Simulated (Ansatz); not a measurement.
Take Rb$_{2}$LiSbCl$_{6}$ (space group Fm-3m, No. 225; a = 10.2958 Å; a cell from a computed database, its experimental status unchecked) as the base. Axes: x, y, z lie along the cube axes.

All numbers come from plane-wave PAW DFT at the PBEsol level (Ansatz, a quantum-chemistry and plane-wave program, 420 eV), scalar-relativistic without spin-orbit coupling.

Strains are applied to the cell and any free atomic positions relax; under biaxial strain the out-of-plane vector relaxes too.

One change was made to it. Results:

The shortest interatomic distance decreases by 0.009 Å to 2.513 Å; the pressure (mean of the normal stresses, compression positive) goes from zero to -0.93 GPa; the smallest direct gap decreases by 0.023 eV (3.29 eV → 3.26 eV).

### Question
Name the change that was made.
(A) uniaxial strain ε_xx = −4.77 %
(B) biaxial strain +0.35 %, plane normal [001], relaxed out of plane
(C) tensor shear ε_yz = +1.48 %
(D) uniaxial strain ε_xx = +5.47 %

### Answer
D, uniaxial strain ε_xx = +5.47 %. For comparison, the pressure in the other runs: tensor shear ε_yz = +1.48 % gives 0.01 GPa; biaxial strain +0.35 %, plane normal [001], relaxed out of plane gives -0.10 GPa; uniaxial strain ε_xx = −4.77 % gives 1.42 GPa.

With Sb present, leaving out spin-orbit coupling can change the band edges. Whether these cells are dynamically stable was not tested.
